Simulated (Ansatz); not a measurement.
Start from W$_{2}$C (space group P-3m1, No. 164; relaxed with 0.1 eV smearing).

```yaml
crystal:
  lattice:
    - [3.03425, 0.00000, 0.00000]
    - [-1.51712, 2.62773, 0.00000]
    - [0.00000, 0.00000, 4.65832]
  atoms:
    - { symbol: C, position: [0.00000, 0.00000, 0.00000] }
    - { symbol: W, position: [0.33333, 0.66667, 0.25534] }
    - { symbol: W, position: [0.66667, 0.33333, 0.74466] }
```

Cartesian axes are those of the cell as printed.

All numbers come from PBE-D3(BJ) in Ansatz (plane waves to 420 eV, PAW, no spin-orbit coupling).

Base values:

```
Quantity   Result
--------  -------
Pressure  0.0 GPa
```

One thing is altered: biaxial strain −0.85 %, plane normal [001], relaxed out of plane (Cartesian); in-plane vectors clamped, the third vector and the atoms free.

Task: How does this affect the pressure and out-of-plane strain?

Result: The pressure (mean of the normal stresses, compression positive) goes from zero to 2.4 GPa; the out-of-plane strain is +0.86 %.

Whether these cells are dynamically stable was not tested. The final runs are not spin-polarised.

Ansatz is a quantum-chemistry and plane-wave program.
